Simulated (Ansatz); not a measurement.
## Cubic perovskite CsPbBr₃ (cubic high-temperature phase)

These are r²SCAN (Ansatz, a quantum-chemistry and plane-wave program, plane waves, PAW) values and carry that method's errors.

Numerical settings: plane-wave cutoff 500 eV, 8×8×8 k mesh, Fermi–Dirac smearing 0.05 eV, scalar-relativistic PAW data made under PBE.

Cell: relaxed at this level.

* **volume per atom**: 41.85 Å³/atom
* **equilibrium lattice constant a**: 5.937 Å
* **band gap**: 2.03 eV (on the SCF k mesh)

Note: the relaxation could not lower the start's symmetry, so the cell can be a saddle point above a distorted one.

Spin–orbit coupling is not included; with these elements it can move the gap by several tenths of an eV or more.

The computed numbers hold no vibrational or temperature effects.
